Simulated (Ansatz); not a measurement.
The starting structures come from a database of crystals and need not be the phases stable at ambient conditions.

## Evanescent states of Al2CdSe4 (Fd-3m, spinel, not sure to be the ambient phase, 14 atoms a cell, 22.8 Å³ an atom) along the normal of (110)

These are PBEsol (plane waves, PAW; Ansatz, a quantum-chemistry and plane-wave program) values and carry that method's errors.

The gap is the functional's own, uncorrected, and κ follows it; spin-orbit coupling is left out. Mid-gap values are interpolated between the computed energies.

Energies count from the valence-band top; κ is the least over a 4×4 mesh across the current.

```csv
E (eV),κ (1/Å),where
0.04,0.040,Γ
0.12,0.055,Γ
0.20,0.065,Γ
0.28,0.073,Γ
0.36,[?],Γ
0.44,[?],Γ
0.52,[?],Γ
0.60,[?],Γ
0.68,[?],Γ
0.76,[?],Γ
0.84,[?],Γ
0.92,[?],Γ
1.00,[?],Γ
1.08,0.072,Γ
1.16,0.063,Γ
1.24,0.051,Γ
1.32,0.032,Γ
```

Q: Some entries are withheld; supply them.

A: 
- 0.36, κ (1/Å): 0.079
- 0.44, κ (1/Å): 0.083
- 0.52, κ (1/Å): 0.086
- 0.60, κ (1/Å): 0.087
- 0.68, κ (1/Å): 0.088
- 0.76, κ (1/Å): 0.087
- 0.84, κ (1/Å): 0.085
- 0.92, κ (1/Å): 0.082
- 1.00, κ (1/Å): 0.078
